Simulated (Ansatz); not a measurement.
Base system: Ir in the fcc (Cu type) structure (space group Fm-3m, No. 225; a = 3.831 Å; relaxed with 0.1 eV smearing). Axes: x, y, z lie along the cube axes.

Computed with DFT with PBEsol, PAW potentials and a 420 eV plane-wave cutoff in Ansatz (a first-principles code), spin-orbit coupling left out.

Now apply this change: uniaxial stress, 3 GPa tension along x, with the cell and atoms free to relax against it.

Problem. Estimate the effect on the energy relative to the base.

Solution. The energy increases by 0.8 meV/atom.

Problem. Estimate the effect on the secant Young's modulus along x.

Solution. The secant Young's modulus along x is 490 GPa.

Load acts through the strain it causes; cell and atoms are relaxed under it. Beyond what the load breaks, stability against distortions was not tested. All final runs are without spin polarisation.
